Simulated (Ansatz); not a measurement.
The reference is As (space group I4_132, No. 214; a hypothetical phase, not in the database extracts checked; relaxed with 0.1 eV smearing).

```xyz
4
Lattice="-3.4962 3.4962 3.4962 3.4962 -3.4962 3.4962 3.4962 3.4962 -3.4962" Properties=species:S:1:pos:R:3 pbc="T T T"
As     2.6221     0.8740    -0.8740
As     0.8740    -0.8740     2.6221
As    -0.8740     2.6221     0.8740
As     0.8740     0.8740     0.8740
```

Cartesian axes are those of the cell as printed.

Computed with Kohn–Sham DFT with the PBE functional, run in Ansatz (a program for electronic structure) with PAW and 420 eV plane waves, without spin-orbit coupling.

It is then changed as follows: every lattice vector is shortened by 1.98 %; the atoms relax in the strained cell.

Problem. Predict the stress tensor and what it implies for the stiffness.

Solution. Stress of the strained cell less that of the base (GPa, compression positive):
```
    2.0     0.0     0.0
    0.0     2.0     0.0
    0.0     0.0     2.0
```

Then B = −ΔP/(ΔV/V₀) with ΔV/V₀ = -0.0582 gives secant stiffness values (nonlinear terms included at this strain): B ≈ 34 GPa.

As a check, the harmonic strain energy −½ V₀ Δσ:ε is 16 meV/atom; the computed energy rise is 15 meV/atom.

No phonon test of stability was made.
